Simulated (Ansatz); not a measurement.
Electronic density of states of amorphous Si12Sn12O36, density 3.72 g/cm³, on a 2×2×2 Γ-centred mesh with a Gaussian width of 0.1 eV; energies count from the Fermi level, whose place inside the gap is arbitrary. Cell and mesh are small, so fine structure isn't converged. Calculation: PBE, scalar-relativistic without spin-orbit coupling (plane waves to 420 eV, PAW; Ansatz, a first-principles code). Sampling: a 2×2×2 Γ-centred mesh; Fermi-Dirac width 0.02 eV; no spin polarisation.

The cell was made by melting and quenching with the CHGNet potential and then relaxed with DFT. O atoms were pushed apart under 1.9 Å during the dynamics, to hinder bonds among them. The hot cell started wider than the set density and was brought back towards it in steps. It is the lowest in DFT energy of 2 quenches. It is a model cell: composition and starting density were chosen by hand, and all elements were melted together. No dispersion term was used. Its density started from a set value of 3.90 and ended at 3.72 g/cm³. Cooling (nominally 290 K/ps over its main leg) ran many orders faster than in experiment, which tends to leave more defects and strain. Values belong to this one cell and scatter from quench to quench. Volume and shape were free in the relaxation.

(E - EF (eV), states/(eV atom)): (-12.00, 0.00); (-11.90, 0.00); (-11.80, 0.00); (-11.70, 0.00); (-11.60, 0.00); (-11.50, 0.00); (-11.40, 0.00); (-11.30, 0.00); (-11.20, 0.00); (-11.10, 0.02); (-11.00, 0.11); (-10.90, 0.15); (-10.80, 0.05); (-10.70, 0.01); (-10.60, 0.07); (-10.50, 0.16); (-10.40, 0.18); (-10.30, 0.13); (-10.20, 0.08); (-10.10, 0.15); (-10.00, 0.20); (-9.90, 0.14); (-9.80, 0.10); (-9.70, 0.10); (-9.60, 0.11); (-9.50, 0.12); (-9.40, 0.14); (-9.30, 0.14); (-9.20, 0.14); (-9.10, 0.15); (-9.00, 0.16); (-8.90, 0.19); (-8.80, 0.21); (-8.70, 0.20); (-8.60, 0.27); (-8.50, 0.30); (-8.40, 0.30); (-8.30, 0.32); (-8.20, 0.35); (-8.10, 0.44); (-8.00, 0.51); (-7.90, 0.50); (-7.80, 0.47); (-7.70, 0.41); (-7.60, 0.35); (-7.50, 0.29); (-7.40, 0.23); (-7.30, 0.21); (-7.20, 0.14); (-7.10, 0.03); (-7.00, 0.02); (-6.90, 0.16); (-6.80, 0.42); (-6.70, 0.52); (-6.60, 0.53); (-6.50, 0.54); (-6.40, 0.53); (-6.30, 0.49); (-6.20, 0.42); (-6.10, 0.42); (-6.00, 0.47); (-5.90, 0.52); (-5.80, 0.52); (-5.70, 0.56); (-5.60, 0.54); (-5.50, 0.49); (-5.40, 0.47); (-5.30, 0.51); (-5.20, 0.58); (-5.10, 0.61); (-5.00, 0.65); (-4.90, 0.69); (-4.80, 0.72); (-4.70, 0.73); (-4.60, 0.63); (-4.50, 0.60); (-4.40, 0.70); (-4.30, 0.71); (-4.20, 0.67); (-4.10, 0.67); (-4.00, 0.72); (-3.90, 0.73); (-3.80, 0.81); (-3.70, 0.85); (-3.60, 0.88); (-3.50, 0.91); (-3.40, 0.92); (-3.30, 0.96); (-3.20, 0.90); (-3.10, 0.87); (-3.00, 0.79); (-2.90, 0.66); (-2.80, 0.59); (-2.70, 0.56); (-2.60, 0.49); (-2.50, 0.40); (-2.40, 0.26); (-2.30, 0.24); (-2.20, 0.28); (-2.10, 0.28); (-2.00, 0.30); (-1.90, 0.27); (-1.80, 0.30); (-1.70, 0.31); (-1.60, 0.30); (-1.50, 0.34); (-1.40, 0.32); (-1.30, 0.20); (-1.20, 0.09); (-1.10, 0.01); (-1.00, 0.00); (-0.90, 0.00); (-0.80, 0.00); (-0.70, 0.00); (-0.60, 0.00); (-0.50, 0.00); (-0.40, 0.00); (-0.30, 0.00); (-0.20, 0.00); (-0.10, 0.00); (0.00, 0.00); (0.10, 0.00); (0.20, 0.00); (0.30, 0.00); (0.40, 0.00); (0.50, 0.00); (0.60, 0.00); (0.70, 0.00); (0.80, 0.00); (0.90, 0.00); (1.00, 0.00); (1.10, 0.01); (1.20, 0.06); (1.30, 0.13); (1.40, 0.11); (1.50, 0.03); (1.60, 0.05); (1.70, 0.16); (1.80, 0.22); (1.90, 0.24); (2.00, 0.23); (2.10, 0.24); (2.20, 0.30); (2.30, 0.35); (2.40, 0.33); (2.50, 0.26); (2.60, 0.28); (2.70, 0.29); (2.80, 0.30); (2.90, 0.31); (3.00, 0.25); (3.10, 0.29); (3.20, 0.36); (3.30, 0.36); (3.40, 0.27); (3.50, 0.24); (3.60, 0.26); (3.70, 0.33); (3.80, 0.41); (3.90, 0.37); (4.00, 0.33); (4.10, 0.32); (4.20, 0.31); (4.30, 0.29); (4.40, 0.33); (4.50, 0.30); (4.60, 0.27); (4.70, 0.35); (4.80, 0.33); (4.90, 0.24); (5.00, 0.27); (5.10, 0.30); (5.20, 0.31); (5.30, 0.29); (5.40, 0.28); (5.50, 0.28)

The gap on this mesh is 2.45 eV; the broadening fills part of it in the curve.
